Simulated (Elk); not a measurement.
Worked example: self-consistent single point of TiOs (Pm-3m, 2 atoms in the cell) in Elk.

Computed with LDA (PW92), all-electron FP-LAPW, Elk's shipped species files, APW+lo basis with extra local orbitals (Elk).

```yaml
crystal:
  lattice:
    - [3.08463, 0.00000, 0.00000]
    - [0.00000, 3.08463, 0.00000]
    - [0.00000, 0.00000, 3.08463]
  atoms:
    - { symbol: Ti, position: [0.50000, 0.50000, 0.50000] }
    - { symbol: Os, position: [0.00000, 0.00000, 0.00000] }
```

Reference input (self-consistent single point, DFT, PBEsol, all-electron FP-LAPW, Elk's shipped species files, APW+lo basis with extra local orbitals): xctype = 22; rgkmax = 8; stype = 0; swidth = 0.00367493 Ha; ngridk = 14 14 14; gmaxvr = 16 1/bohr; nxlo = 2; lorbcnd = true; rmtscf = 0.91; lmaxi = 3; maxscl = 100. This run's input differs from it in these lines:

```diff
@@ -2,5 +2,2 @@
   0
-
-xctype
-  22
```

The program printed (abridged):

```
│ Self-consistent loop started │
│ Loop number : 1 │
 total energy                :     -18124.3813103
│ Loop number : 2 │
 total energy                :     -18124.5225285
RMS change in Kohn-Sham potential (target) :   0.7740350491E-01 (  0.1000000000E-05)
Absolute change in total energy (target)   :   0.1412182091     (  0.1000000000E-03)
│ Loop number : 3 │
 total energy                :     -18125.0382570
RMS change in Kohn-Sham potential (target) :   0.7191961914E-01 (  0.1000000000E-05)
Absolute change in total energy (target)   :   0.5510331086     (  0.1000000000E-03)
│ Loop number : 4 │
   [... lines left out ...]
Absolute change in total energy (target)   :   0.9111223953E-03 (  0.1000000000E-03)
│ Loop number : 17 │
 total energy                :     -18124.2099165
RMS change in Kohn-Sham potential (target) :   0.4637185519E-07 (  0.1000000000E-05)
Absolute change in total energy (target)   :   0.2316572100E-03 (  0.1000000000E-03)
│ Loop number : 18 │
 total energy                :     -18124.2099305
RMS change in Kohn-Sham potential (target) :   0.1863297066E-07 (  0.1000000000E-05)
Absolute change in total energy (target)   :   0.4398663805E-04 (  0.1000000000E-03)
Convergence targets achieved

│ Loop number : 19 │

Energies :
 Fermi                       :     0.458074465163
 total energy                :     -18124.2099294

Density of states at Fermi energy :    11.66394505
 (states/Hartree/unit cell)

Estimated indirect band gap :   0.1953429013E-02
 from k-point     13 to k-point     34
Estimated direct band gap   :   0.1294372039E-01
 at k-point     34

Charges :
 core                        :    56.00000000
 valence                     :    42.00000000
 interstitial                :    3.412509123
 muffin-tins (core leakage)
  species :    1 (Ti)
   atom    1                 :    19.99418031     (  0.6914586237E-08)
  species :    2 (Os)
   atom    1                 :    74.59331057     (  0.1788693282E-06)
 total in muffin-tins        :    94.58749088
 total calculated charge     :    98.00229914
 total charge                :    98.00000000
 error                       :   0.2299136728E-02

│ Self-consistent loop stopped │
```

The run converged in 19 iterations. The count includes the last loop, which Elk runs after its targets are met. 

The starting cell comes from a database of computed structures (which also holds hypothetical and non-ambient phases and stackings), without a prior relaxation at this level. Spin-orbit coupling is off. Spin polarisation is off. Values depend on the basis (sphere radii, cutoffs, local orbitals), which need not be converged. The log's line on a gap gives a spacing of levels on this mesh, which the program prints for metals too.

Cost on one core of a shared machine: roughly 60 s.
